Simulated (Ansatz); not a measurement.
Defect migration in beta Si3N4: N vacancy, charge state +1. Level of theory: PBE, PAW (plane waves to 420 eV; Ansatz, an electronic-structure program).

Cell of 224 host sites held at the relaxed PBE lattice; the Γ point alone; Fermi-Dirac width 0.01 eV, spin-restricted; finite-size errors left in. Energies are static. The charge state is imposed; whether it is stable for some Fermi level was not computed. Forms of the defect that were not tried may lie lower.

Barriers: single points on a 2×2×2 k-point mesh shifted by half a step along c at the bands' geometries.

The step: a nearby N atom hops onto the vacant site (strongly reconstructed ends). Atoms about the jump, Cartesian Å from the middle of the jump, before and after:

```json
[
 {"atom": "N1", "x0": "1.22", "y0": "-0.11", "z0": "0.73", "x1": "-1.22", "y1": "0.11", "z1": "-0.73"},
 {"atom": "Si2", "x0": "0.40", "y0": "-0.58", "z0": "-0.73", "x1": "0.39", "y1": "-0.58", "z1": "-0.61"},
 {"atom": "Si3", "x0": "0.40", "y0": "-0.59", "z0": "2.20", "x1": "0.39", "y1": "-0.58", "z1": "2.07"},
 {"atom": "Si4", "x0": "-1.42", "y0": "1.83", "z0": "-0.73", "x1": "-1.43", "y1": "1.83", "z1": "-0.73"},
 {"atom": "N5", "x0": "-1.20", "y0": "0.10", "z0": "2.13", "x1": "-1.22", "y1": "0.11", "z1": "2.19"},
 {"atom": "Si6", "x0": "-2.60", "y0": "-0.96", "z0": "-0.73", "x1": "-2.60", "y1": "-0.95", "z1": "-0.73"},
 {"atom": "N7", "x0": "0.17", "y0": "2.51", "z0": "-0.73", "x1": "0.19", "y1": "2.52", "z1": "-0.72"},
 {"atom": "N8", "x0": "0.20", "y0": "-2.30", "z0": "-0.73", "x1": "0.24", "y1": "-2.32", "z1": "-0.71"},
 {"atom": "N9", "x0": "1.22", "y0": "-0.11", "z0": "-2.19", "x1": "1.25", "y1": "-0.13", "z1": "-2.12"},
 {"atom": "Si10", "x0": "-1.41", "y0": "1.83", "z0": "2.20", "x1": "-1.43", "y1": "1.84", "z1": "2.19"},
 {"atom": "N11", "x0": "-2.23", "y0": "2.30", "z0": "0.73", "x1": "-2.24", "y1": "2.35", "z1": "0.73"},
 {"atom": "N12", "x0": "-2.59", "y0": "-1.89", "z0": "0.73", "x1": "-2.63", "y1": "-1.90", "z1": "0.73"},
 {"atom": "N13", "x0": "0.22", "y0": "-2.32", "z0": "2.20", "x1": "0.24", "y1": "-2.32", "z1": "2.17"},
 {"atom": "N14", "x0": "0.18", "y0": "2.54", "z0": "2.20", "x1": "0.19", "y1": "2.52", "z1": "2.19"},
 {"atom": "Si15", "x0": "1.03", "y0": "2.99", "z0": "0.74", "x1": "1.01", "y1": "3.00", "z1": "0.73"},
 {"atom": "Si16", "x0": "-2.60", "y0": "-0.95", "z0": "2.20", "x1": "-2.60", "y1": "-0.95", "z1": "2.19"},
 {"atom": "Si17", "x0": "0.19", "y0": "-3.28", "z0": "0.74", "x1": "0.20", "y1": "-3.29", "z1": "0.73"},
 {"atom": "N18", "x0": "-2.23", "y0": "2.30", "z0": "-2.19", "x1": "-2.23", "y1": "2.35", "z1": "-2.19"},
 {"atom": "N19", "x0": "1.23", "y0": "-0.12", "z0": "3.66", "x1": "1.25", "y1": "-0.13", "z1": "3.58"},
 {"atom": "N20", "x0": "2.63", "y0": "2.31", "z0": "0.73", "x1": "2.66", "y1": "2.39", "z1": "0.73"},
 {"atom": "N21", "x0": "-2.59", "y0": "-1.89", "z0": "-2.19", "x1": "-2.62", "y1": "-1.90", "z1": "-2.19"},
 {"atom": "N22", "x0": "-1.20", "y0": "0.10", "z0": "-3.60", "x1": "-1.20", "y1": "0.11", "z1": "-3.64"},
 {"atom": "N23", "x0": "-3.98", "y0": "0.08", "z0": "-0.73", "x1": "-4.02", "y1": "0.08", "z1": "-0.73"},
 {"atom": "Si24", "x0": "1.03", "y0": "2.99", "z0": "-2.20", "x1": "1.03", "y1": "2.99", "z1": "-2.19"}
]
```

**Question.** Give the saddle-point geometry and the barrier.

**Answer.** 
```tsv
atom	x	y	z
N1	-0.30	0.10	0.18
Si2	0.86	-0.75	-0.71
Si3	0.20	-0.51	2.01
Si4	-1.34	1.64	-0.60
N5	-1.36	0.13	2.43
Si6	-2.59	-0.88	-0.67
N7	0.16	2.59	-0.74
N8	0.37	-2.39	-0.79
N9	1.36	-0.18	-2.26
Si10	-1.47	1.84	2.28
N11	-2.25	2.26	0.78
N12	-2.62	-1.87	0.78
N13	0.21	-2.28	2.11
N14	0.16	2.53	2.20
Si15	0.98	3.00	0.73
Si16	-2.68	-0.95	2.27
Si17	0.21	-3.31	0.70
N18	-2.21	2.23	-2.11
N19	1.18	-0.10	3.52
N20	2.63	2.40	0.72
N21	-2.57	-1.86	-2.13
N22	-1.16	0.09	-3.55
N23	-4.08	0.04	-0.70
Si24	1.02	3.02	-2.18
```
It lies 5.09 eV above the start and 4.96 eV above the end. The program found a first-order saddle point.
